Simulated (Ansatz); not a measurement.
Start from MoSi$_{2}$ (space group I4/mmm, No. 139; relaxed with 0.1 eV smearing).

```
MoSi2
1.0
   -1.58700     1.58700     3.88936
    1.58700    -1.58700     3.88936
    1.58700     1.58700    -3.88936
Si Mo
2 1
Direct
  0.66479   0.66479   0.00000
  0.33521   0.33521   0.00000
  0.00000   0.00000   0.00000
```

Cartesian axes are those of the cell as printed.

The values are results of LDA (Ansatz, a quantum-chemistry and plane-wave program, PAW, no SOC), not measurements.

Now apply this change: the cell is stretched by 2.50 % along z with no lateral relaxation, atoms relaxed at fixed cell.

**Question.** Predict the stress tensor and what it implies for the stiffness.

**Answer.** Stress of the strained cell less that of the base (GPa, compression positive):
```
   -2.3     0.0     0.0
    0.0    -2.3     0.0
    0.0     0.0   -11.8
```

Then −Δσ_ii/ε with ε = 0.0250 gives secant stiffness values (nonlinear terms included at this strain): C33 ≈ 473 GPa, C13 ≈ 93 GPa and C23 ≈ 93 GPa.

As a check, the harmonic strain energy −½ V₀ Δσ:ε is 12 meV/atom; the computed energy rise is 13 meV/atom.

No phonon test of stability was made. All final runs are without spin polarisation.
